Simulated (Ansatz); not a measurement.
The parent structure is BN in the wurtzite structure (space group P6_3mc, No. 186; a = 2.541 Å, c = 4.203 Å).

Computed with Kohn–Sham DFT with the PBEsol functional, run in Ansatz (an electronic-structure program) with PAW and 420 eV plane waves, no SOC.

Base values:

The electron mass is 0.30 mₑ along c, 0.50 mₑ across (at K). The gap character comes out as indirect, Γ → K.

Perturbation: the cell is scaled by 1.0240 in all directions, atoms relaxed at fixed cell.

**Question.** Predict the new electron mass.

**Answer.** The electron mass goes from 0.30 mₑ along c, 0.50 mₑ across (at K) to 0.33 mₑ along c, 0.52 mₑ across (at K).

**Question.** Estimate the effect on the gap character.

**Answer.** The gap character remains indirect, Γ → K.

**Question.** Estimate the effect on the mean gap deformation potential ΔEg/Δln V.

**Answer.** The mean gap deformation potential ΔEg/Δln V amounts to +2.0 eV.

The cells carry an imposed strain or load. Effective masses come from finite differences of ±0.01 Å⁻¹. Stability against distortions was not tested.
